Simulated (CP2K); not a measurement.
Band structure of W (Im-3m, 1 atom in the cell).

```
W
1.0
    2.67753     0.00000     0.00000
   -0.89251     2.52440     0.00000
   -0.89251    -1.26220     2.18619
W
1
Direct
  0.00000   0.00000   0.00000
```

Method of the run: PBE, GPW, DZVP-MOLOPT-SR-GTH basis, GTH-PBE potentials (GTH_POTENTIALS) (CP2K).

Settings: CUTOFF = 500 Ry; REL_CUTOFF = 50 Ry; SMEAR/METHOD = FERMI_DIRAC; ELECTRONIC_TEMPERATURE = 1160.45 K; KPOINTS/SCHEME = MONKHORST-PACK 12 12 12; GAMMA_CENTERED = T; XC_FUNCTIONAL = PBE; W/BASIS_SET = DZVP-MOLOPT-SR-GTH; W/POTENTIAL = GTH-PBE-q14; METHOD = GPW; EPS_DEFAULT = 1e-10; EXTRAPOLATION = USE_GUESS; NGRIDS = 5; SCF_GUESS = ATOMIC.

The starting cell has typed, rounded lattice constants, without a prior relaxation at this level. Its lattice was rescaled by a random factor within 2.5 % of one. Spin-orbit coupling is off. Spin polarisation is off. Values carry the incompleteness of an atom-centred basis.

Levels in eV from the Fermi level, bands 4 to 9:
| point | 4 | 5 | 6 | 7 | 8 | 9 |
|---|---|---|---|---|---|---|
| Γ | -37.86 | -9.97 | -1.29 | -1.29 | -1.29 | 2.58 |
| H | -38.98 | -6.40 | -6.40 | 5.79 | 5.79 | 5.79 |
| N | -37.87 | -6.72 | -3.88 | 0.95 | 2.47 | 3.55 |
| P | -38.68 | -3.10 | -3.10 | -3.10 | 3.72 | 3.72 |

Bands cross the Fermi level along this path, so the cell is metallic at this level.

Higher empty bands are left out: an atom-centred basis made for the valence describes them poorly.
